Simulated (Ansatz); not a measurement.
The reference is SnTe in the rock salt structure (space group Fm-3m, No. 225; a = 6.2891 Å). Axes: x, y, z lie along the cube axes.

The values are results of Ansatz (a quantum-chemistry and plane-wave program), PBEsol, PAW, cutoff 420 eV, no spin-orbit coupling, not measurements.

Strains are applied to the cell and any free atomic positions relax; under biaxial strain the out-of-plane vector relaxes too.

One change was made to it. Results:

| quantity | base | after |
|---|---|---|
| pressure (mean of the normal stresses, compression positive) | 0.0 GPa | -0.6 GPa |
| energy relative to the base (free energy F) | 0 meV/atom | +2.1 meV/atom |
| volume per atom | 31.09 Å³ | 31.46 Å³ |

### Question
Which of these changes matches the shifts?
A. biaxial strain +1.67 %, plane normal [111], relaxed out of plane
B. biaxial strain +2.08 %, plane normal [111], relaxed out of plane
C. biaxial strain +1.25 %, plane normal [111], relaxed out of plane
D. biaxial strain +0.83 %, plane normal [111], relaxed out of plane
E. biaxial strain +2.50 %, plane normal [111], relaxed out of plane

### Answer
C, biaxial strain +1.25 %, plane normal [111], relaxed out of plane. For comparison, the volume per atom in the other runs: biaxial strain +2.08 %, plane normal [111], relaxed out of plane gives 31.70 Å³; biaxial strain +1.67 %, plane normal [111], relaxed out of plane gives 31.59 Å³; biaxial strain +0.83 %, plane normal [111], relaxed out of plane gives 31.34 Å³; biaxial strain +2.50 %, plane normal [111], relaxed out of plane gives 31.82 Å³.

No phonon test of stability was made. All final runs are without spin polarisation.
